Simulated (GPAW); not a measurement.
GPAW run on Au (Im-3m, 1 atom in the cell): self-consistent single point

Method of the run: LDA (Perdew-Wang 92), GPAW PAW datasets LDA (gpaw-data 1.0.1) (plane waves; GPAW 25.7.0).

Input:

```python
from ase import Atoms
from ase.units import GPa
from gpaw import GPAW

atoms = Atoms(['Au'],
              cell=[[-1.648984, 1.648984, 1.648984],
                    [1.648984, -1.648984, 1.648984],
                    [1.648984, 1.648984, -1.648984]],
              positions=[[0.000000, 0.000000, 0.000000]],
              pbc=True)

calc = GPAW(mode={'name': 'pw', 'ecut': 550},
            xc='LDA',
            kpts={'size': (12, 12, 12), 'gamma': True},
            occupations={'name': 'fermi-dirac', 'width': 0.1},
            nbands=-7,
            convergence={'density': 1e-05, 'energy': 1e-05},
            symmetry={'symmorphic': False, 'tolerance': 0.0005},
            maxiter=100,
            txt='-')

atoms.calc = calc

energy = atoms.get_potential_energy()
print('Energy (eV):', round(energy, 6))
forces = atoms.get_forces()
print('Forces (eV/Ang):')
print(forces.round(5))
stress = atoms.get_stress()
print('Stress (GPa, Voigt):', (stress / GPa).round(4))
```

Output (repeated stretches shortened):

```
Input parameters:
  convergence: {density: 1e-05,
                energy: 1e-05}
  kpts: {gamma: True,
         size: (12, 12, 12)}
  maxiter: 100
  mode: {ecut: 550,
         name: pw}
  nbands: -7
  occupations: {name: fermi-dirac,
                width: 0.1}
  symmetry: {symmorphic: False,
             tolerance: 0.0005}

species:
  Au:
    name: Gold
    Z: 79.0
    valence: 11
    core: 68
    charge: 0.0
    file: Au.LDA.gz

    # Using partial waves for Au as LCAO basis

Reference energy: -516313.572935  # eV

Spin-paired calculation

Convergence criteria:
 Maximum [total energy] change in last 3 cyles: 1e-05 eV / valence electron
 Maximum integral of absolute [dens]ity change: 1e-05 electrons / valence electron
 Maximum integral of absolute [eigenst]ate change: 4e-08 eV^2 / valence electron
 Maximum number of scf [iter]ations: 100

Symmetries present (total): 48
Symmetries with fractional translations: 0
1728 k-points: 12 x 12 x 12 Monkhorst-Pack grid + [1/24,1/24,1/24]
72 k-points in the irreducible part of the Brillouin zone
       k-points in crystal coordinates                weights
   0:    -0.00000000   -0.00000000   -0.00000000          1/1728
   1:     0.08333333   -0.00000000   -0.00000000         12/1728
   2:     0.08333333    0.08333333   -0.08333333          6/1728
   [... 7 lines left out ...]
          ...
  71:     0.50000000    0.50000000    0.50000000          1/1728

Wave functions: Plane wave expansion
  Cutoff energy: 550.000 eV
  Number of coefficients (min, max): 490, 543
  Pulay-stress correction: 0.000000 eV/Ang^3 (de/decut=0.000000)

Occupation numbers: Fermi-Dirac:
  width: 0.1000  # eV

Eigensolver

Densities:
  Coarse grid: 16*16*16 grid
  Fine grid: 32*32*32 grid
  Total Charge: 0.000000

Density mixing:
  Method: separate
  Backend: pulay
  Linear mixing parameter: 0.05
  old densities: 5
  Damping of long wavelength oscillations: 50

Hamiltonian:
  XC and Coulomb potentials evaluated on a 32*32*32 grid
  External potential:
    NoExternalPotential

Number of atoms: 1
Number of atomic orbitals: 9
Number of bands in calculation: 12
Number of valence electrons: 11
Bands to converge: occupied

Density initialized from atomic densities
  9 bands from LCAO basis set
  3 bands from random numbers

Atomic positions and initial magnetic moments

Positions:
   0 Au     0.000000    0.000000    0.000000    ( 0.0000,  0.0000,  0.0000)

Unit cell:
           periodic     x           y           z      points  spacing
  1. axis:    yes   -1.648984    1.648984    1.648984    16     0.1458
  2. axis:    yes    1.648984   -1.648984    1.648984    16     0.1458
  3. axis:    yes    1.648984    1.648984   -1.648984    16     0.1458

  Lengths:   2.856124   2.856124   2.856124
  Angles:  109.471221 109.471221 109.471221

Effective grid spacing dv^(1/3) = 0.1636

     iter     time        total  log10-change:
                         energy   eigst   dens
iter:   1 --:--:--    -4.677864
iter:   2 --:--:--    -4.601787   -2.23  -1.29
iter:   3 --:--:--    -4.325086   -1.76  -1.33
iter:   4 --:--:--    -4.313506   -3.74  -2.05
iter:   5 --:--:--    -4.305594   -3.37  -2.09
iter:   6 --:--:--    -4.305476   -4.71  -2.99
iter:   7 --:--:--    -4.305536   -5.45  -3.26
iter:   8 --:--:--    -4.305434c  -5.60  -3.15
iter:   9 --:--:--    -4.305435c  -7.77c -4.16
iter:  10 --:--:--    -4.305435c  -8.45c -4.46
iter:  11 --:--:--    -4.305435c  -8.25c -4.55
iter:  12 --:--:--    -4.305435c -10.35c -5.85c

Converged after 12 iterations.

Dipole moment: (-0.000000, 0.000000, -0.000000) |e|*Ang

Energy contributions relative to reference atoms: (reference = -516313.572935)

Kinetic:        -12.949909
Potential:      +10.931878
External:        +0.000000
XC:              -2.416285
Entropy (-ST):   -0.013121
Local:           +0.135443
SIC:             +0.000000
--------------------------
Free energy:     -4.311995
Extrapolated:    -4.305435

Showing only first 2 kpts
 Kpt  Band  Eigenvalues  Occupancy
  0     3      4.13155    2.00000
  0     4      5.93480    2.00000
  0     5      5.93480    2.00000
  0     6     26.69801    0.00000

  1     3      4.30184    2.00000
  1     4      5.85024    2.00000
  1     5      5.94087    2.00000
  1     6     26.33445    0.00000

Fermi level: 8.81160

No gap
No difference between direct/indirect transitions
Energy (eV): -4.305435

Forces in eV/Ang:
  0 Au   -0.00000   -0.00000   -0.00000

Stress tensor:
     0.058179    -0.000000     0.000000
    -0.000000     0.058179    -0.000000
     0.000000    -0.000000     0.058179
Stress (GPa, Voigt): [ 9.3214  9.3214  9.3214 -0.      0.     -0.    ]
```

The run converged in 12 iterations. GPAW prints stress with tension positive.

The starting cell comes from a database of computed structures (which also holds hypothetical and non-ambient phases and stackings), without a prior relaxation at this level. Its lattice was rescaled by up to half a per cent. Spin-orbit coupling is off. With a pressure of about -9 GPa the cell is away from its equilibrium volume at this level.
